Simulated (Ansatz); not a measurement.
Take Ru in the hcp (Mg type) structure (space group P6_3/mmc, No. 194; a = 2.676 Å, c = 4.224 Å; relaxed with 0.1 eV smearing) as the base. Axes: x lies along a and z along c of the hexagonal cell.

Computed with LDA (Ansatz, an electronic-structure program), no SOC.

Strains are applied to the cell and any free atomic positions relax.

One change was made to it. Results:

```json
[
 {"quantity": "energy relative to the base (free energy F)", "base": "0 meV/atom", "after": "+2.8 meV/atom"},
 {"quantity": "shortest interatomic distance", "base": "2.617 Å", "after": "2.611 Å"}
]
```

Problem. What was done to the base?
A. uniaxial strain ε_xx = −1.00 %
B. uniaxial strain ε_xx = +1.50 %
C. uniaxial strain ε_xx = −0.50 %

Solution. A, uniaxial strain ε_xx = −1.00 %. For comparison, the energy relative to the base in the other runs: uniaxial strain ε_xx = −0.50 % gives +0.7 meV/atom; uniaxial strain ε_xx = +1.50 % gives +5.8 meV/atom.

Stability against distortions was not tested. All final runs are without spin polarisation.
